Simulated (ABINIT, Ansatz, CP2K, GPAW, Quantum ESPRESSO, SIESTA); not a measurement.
**One structure in several programs: ZrH (P4_2/mmc, 4 atoms in the cell)**

Self-consistent single point.

```yaml
crystal:
  lattice:
    - [3.26696, 0.00000, 0.00000]
    - [0.00000, 3.26696, 0.00000]
    - [0.00000, 0.00000, 5.04998]
  atoms:
    - { symbol: Zr, position: [0.00000, 0.50000, 0.50000] }
    - { symbol: Zr, position: [0.50000, 0.00000, 0.00000] }
    - { symbol: H, position: [0.50000, 0.50000, 0.25000] }
    - { symbol: H, position: [0.50000, 0.50000, 0.75000] }
```

All programs got the same cell, k-point mesh and kind of occupations (in Ansatz's words: kpoints.mp_grid.grid = 7 7 5; scf.occupations.method = fermi_dirac; scf.occupations.width = 0.0037 Ry); potentials, basis and cutoffs are each program's usual ones.

```csv
code,model,pressure (GPa),k-points,cutoff
Quantum ESPRESSO,"PBEsol, PseudoDojo standard norm-conserving (PBESOL) pseudopotentials",-6.26,30,75 Ry
CP2K,"PBEsol, GPW, DZVP-MOLOPT-SR-GTH basis, GTH-PBE potentials (GTH_POTENTIALS)",-6.65,123,grid 500 Ry
ABINIT,"PBEsol, norm-conserving pseudopotentials (PseudoDojo nc-sr-04 PBEsol standard)",-6.27,30,36 Ha
SIESTA,"GGA PBEsol, numerical atomic orbitals DZP, PseudoDojo PBEsol standard norm-conserving potentials (rewritten from UPF to PSML)",-8.31,123,grid 350 Ry
GPAW,"PBEsol, GPAW PAW datasets PBEsol (made by gpaw-setup)",-6.62,30,800 eV
Ansatz,"PBEsol, PAW files made with PBE",-6.34,30,30.9 Ry
```

The spread over the programs that give each value: pressure within 2.05 GPa.

The starting cell comes from a database of computed structures (which also holds hypothetical and non-ambient phases and stackings), without a prior relaxation at this level. Its lattice was rescaled by a random factor within 2.5 % of one. On Ansatz's run: In the base run, with a pressure of about -6 GPa the cell is away from its equilibrium volume at this level.

Q: Why do the programs differ, and what cannot be compared?

A: Differences of this kind can come from the potentials, where these differ, and from what each basis and cutoff leave unconverged. The zero of total energies and Fermi levels follows the potentials and each program's conventions, so they are not compared here. CP2K and SIESTA use small atom-centred bases, whose incompleteness enters pressures, forces and empty levels differently from a plane-wave cutoff. Ansatz's pressure is given at a fixed set of plane waves, as the other plane-wave codes print theirs; with its correction for the finite basis it is -6.28 GPa. Ansatz's smearing width was typed in Ry to four decimals, so it matches the others to a few per cent. The programs reduce the same mesh by symmetry to different extents, which changes the work and not the result. In the pressure, SIESTA (by 2.00) lies more than 1 GPa from the median of the plane-wave programs.

Left out of this page: FLEUR (not drawn, or without a comparable value).

Ansatz is a quantum-chemistry and plane-wave program.

Keys are those of Ansatz 0.2.
